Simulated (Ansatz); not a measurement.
Take Sc in the hcp (Mg type) structure (space group P6_3/mmc, No. 194; a = 3.318 Å, c = 5.186 Å; relaxed with 0.1 eV smearing) as the base. Axes: x lies along a and z along c of the hexagonal cell.

Method: PBE in Ansatz (plane waves to 420 eV, PAW, without spin-orbit coupling), earlier PAW set.

For the base:

```
Item                Value
---------------  --------
Volume per atom  24.72 Å³
Pressure          0.0 GPa
```

One thing is altered: biaxial strain −2.30 %, plane normal [001], relaxed out of plane (Cartesian); in-plane vectors clamped, the third vector and the atoms free.

Problem. How does this affect the volume per atom and pressure?

Solution. The volume per atom shrinks by 0.79 Å³ (24.72 Å³ → 23.93 Å³); the pressure (mean of the normal stresses, compression positive) goes from zero to 2.0 GPa.

Stability against distortions was not tested. All final runs are without spin polarisation.

Ansatz is a first-principles code.
